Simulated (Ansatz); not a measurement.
Base system: VO$_{2}$ in the rutile structure (space group P4_2/mnm, No. 136; a = 4.537 Å, c = 2.803 Å; ferromagnetic).

Method: PBEsol (Ansatz, an electronic-structure program; PAW; 420 eV plane waves; no spin-orbit coupling), earlier PAW set.

Base values:

The volume per atom is 9.62 Å³.

Modification: a hydrostatic pressure of 15 GPa.

How does this affect the volume per atom?

The volume per atom decreases by 0.50 Å³ (9.62 Å³ → 9.12 Å³).

Other magnetic orders, which the real material may have, were not ruled out. Load acts through the strain it causes; cell and atoms are relaxed under it. Whether these cells are dynamically stable was not tested. Competing high-pressure phases were not computed. No Hubbard U is applied, and correlation can decide whether such a compound is a metal. The base started in Pnnm and relaxed to P4_2/mnm at this level.
